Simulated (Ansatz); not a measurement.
Output of an Ansatz run (abridged):

```
WARN ansatz: RAYON_NUM_THREADS=1 ignored (pool sized by the plan → 1); use --threads N
Pseudopotentials: kind: paw
Pseudopotential: Y, paw, valence charge 11
Pseudopotential: Zr, paw, valence charge 12
Crystal: 4 atoms, lattice volume = 102.537 Å³
Basis set: ecut = 420 eV, 1989 PW (Γ), exchange–correlation on 72×72×72 points (8 copies of the dense FFT grid, shifted against one another)
Bands: 28, of which v1, the nominal top of the filled ones, is band 23 counted from 1 (22 counted from 0)
Symmetry: 48 space group operations
Space group: Fd-3m (ITA 227), of the structure as read, at distance tolerance 4.7e-5 Å
k-points: 47 of 1000
Initial density: superposition of atomic densities (neutral atoms: chi_scale 0, normalization atom), corrected by the library's trained network
Initial wavefunctions: pseudopotential atomic-orbital guess
Eigensolver: davidson
Functional: x = pbe(κ = 0.804, μ = 0.2195149727645171), c = pbe(β = 0.06672455060314922)
SCF iter   1: F=—  HF=-16064.044029 eV  |F-HF|=—  |Δ(HF+E_count)|=         —  Δρ=3.54e-3  dr2=1.92e-2  ethr=1.77e-3  ⟨swp⟩=4.3  Hψ=10745  notcnv=0
all-band conjugate gradients solve this SCF's bands
automatic band count: the SCF goes on with 33 bands, as 28 were too few: the levels above may hold too much charge
preconditioner: auto → Kerker (q_TF=auto, 2.387 Å⁻¹)
SCF iter   2: F=—  HF=-16064.039020 eV  |F-HF|=—  |Δ(HF+E_count)|=   5.01e-3  S|Δr|=    0.00e0  Δρ=2.12e-3  dr2=6.98e-3  ethr=4.17e-5  ⟨swp⟩=1.1  Hψ=1940  notcnv=0
SCF iter   3: F=—  HF=-16064.037620 eV  |F-HF|=—  |Δ(HF+E_count)|=   1.40e-3  S|Δr|=    0.00e0  Δρ=4.19e-4  dr2=1.28e-4  ethr=1.52e-5  ⟨swp⟩=2.8  Hψ=2369  notcnv=0
SCF iter   4: F=—  HF=-16064.037607 eV  |F-HF|=—  |Δ(HF+E_count)|=   1.27e-5  S|Δr|=    0.00e0  Δρ=1.48e-4  dr2=1.63e-5  ethr=2.77e-7  ⟨swp⟩=2.7  Hψ=2526  notcnv=0
SCF iter   5: F=—  HF=-16064.037605 eV  |F-HF|=—  |Δ(HF+E_count)|=   2.83e-6  S|Δr|=    0.00e0  Δρ=4.38e-5  dr2=1.83e-6  ethr=3.53e-8  ⟨swp⟩=1.0  Hψ=1454  notcnv=0
SCF iter   6: F=-16064.037605 eV  HF=-16064.037605 eV  |F-HF|=3.48e-8  |Δ(HF+E_count)|=   5.58e-8  S|Δr|=    0.00e0  Δρ=8.19e-6  dr2=7.61e-8  ethr=2.17e-10  ⟨swp⟩=7.0  Hψ=6363  notcnv=0
SCF 1 converged in 6 iterations: F = -16064.037605 eV  dr2 = 7.61e-8
SCF converged after 6 iterations
Stability not checked (fill_not_monotonic)
Free energy (F): -16064.037605 eV
Harris-Foulkes:  -16064.037605 eV  (|F-HF|=3.48e-8)
Internal energy: -16064.039898 eV  (E = F + TS)
E sigma→0 (E₀):  -16064.038178 eV
Entropy (-TS):   0.002294 eV (0.573 meV/atom)
Fermi energy:    12.355225 eV
--- Per-component energies (eV) ---
  E_band       = -395.565599
  E_kinetic    = 1280.482820
  E_local      = -2396.674437  (includes V_loc(G=0)·N_el)
  E_nonlocal   = 263.802228
  E_hartree    = 753.226193
  E_xc         = -670.628722
  E_vxc        = -780.991013  (∫ρ·V_xc dr)
  E_paw        = -11559.755215  (= ΣΔE_a)
  E_vpaw       = -268.626911  (= ΣTr[D̂ρ^β])
  E_aug_tail   = 0.000054  (compensation charges beyond the density's cutoff)
  E_ewald      = -3734.492818
  E_smearing   = 0.002294  (= −TS)
  E_closure    = -0.000000  (closes the sum)
  Σ components = -16064.037605   (vs F -16064.037605, Δ=0.00e0)
--- Forces (eV/Å), atoms counted from 1 ---
  atom   1  Y     -0.00000000     0.00000000     0.00000000
   [... zero for the other atoms too ...]
  max |Σ_I F_I| component: 3.18e-18 eV/Å
--- Stress (GPa, compression-positive) ---
        2.587922      -0.000000       0.000000
       -0.000000       2.587922       0.000000
       -0.000000       0.000000       2.587922
  P = ⅓ Tr σ = 2.5879 GPa (25.879 kbar)
  The stress holds the Pulay correction. Without it, at fixed plane waves, as pw.x and ABINIT print it: P = 2.5789 GPa
--- Band table (eV; the first three rows and the last of 47) ---
  k-point 0: bands = ["-36.0861", "-35.9969", "-29.7871", "-29.6282", "-14.2324", "-14.2324", "-14.2324", "-13.9919", "-13.9919", "-13.9919", "-9.9968", "-9.9968", "-9.9968", "-9.5897", "-9.5897", "-9.5897", "7.2969", "10.2442", "10.2442", [...]
  k-point 1: bands = ["-36.0845", "-35.9985", "-29.7844", "-29.6312", "-14.2359", "-14.2359", "-14.2333", "-13.9907", "-13.9886", "-13.9886", "-10.0009", "-10.0009", "-9.9940", "-9.5936", "-9.5850", "-9.5850", "7.4190", "10.3238", "10.3238", [...]
  k-point 2: bands = ["-36.0798", "-36.0031", "-29.7766", "-29.6396", "-14.2447", "-14.2447", "-14.2347", "-13.9888", "-13.9804", "-13.9804", "-10.0113", "-10.0113", "-9.9902", "-9.6002", "-9.5730", "-9.5730", "7.7701", "10.5534", "10.5534", [...]
  k-point 46: bands = ["-36.0413", "-36.0413", "-29.7092", "-29.7092", "-14.2958", "-14.2958", "-14.1187", "-14.1187", "-13.9271", "-13.9271", "-10.0795", "-10.0795", "-9.7889", "-9.7889", "-9.5009", "-9.5009", "10.1249", "10.1249", "10.3789", [...]
```

The structure:

```xyz
4
Lattice="0.0000 3.7149 3.7149 3.7149 0.0000 3.7149 3.7149 3.7149 0.0000" Properties=species:S:1:pos:R:3 pbc="T T T"
Y      5.5724     5.5724     5.5724
Y      3.7149     3.7149     3.7149
Zr     0.0000     0.0000     0.0000
Zr     1.8575     1.8575     1.8575
```

Task: Write an input that gives this output.

Result: Other spellings and defaults could give the same log, and not every line can be read from it. The input that was run (DFT, PBE, plane waves, default PAW files):

Ansatz 0.2 input:
```yaml
# YZr
crystal:
  lattice:
    - [0.000000, 3.714923, 3.714923]
    - [3.714923, 0.000000, 3.714923]
    - [3.714923, 3.714923, 0.000000]
  atoms:
    - { symbol: Y, position: [0.750000, 0.750000, 0.750000] }
    - { symbol: Y, position: [0.500000, 0.500000, 0.500000] }
    - { symbol: Zr, position: [0.000000, 0.000000, 0.000000] }
    - { symbol: Zr, position: [0.250000, 0.250000, 0.250000] }
basis:
  ecutwfc: 420.0
kpoints:
  mp_grid: { grid: [10, 10, 10] }
hamiltonian:
  xc: pbe
  pseudopotentials: { kind: paw }
scf:
  occupations: { method: methfessel_paxton, width: 0.136 }
output:
  forces: true
  eigenvalues: true
  stress: true
```

The starting cell was generated: these elements placed on a structure prototype, without a prior relaxation; it need not be a known phase or ordering of this composition. Its lattice was rescaled by a random factor within 2.5 % of one. Ansatz's pressure includes its estimate of the finite-basis (Pulay) stress.

Ansatz is an electronic-structure program.
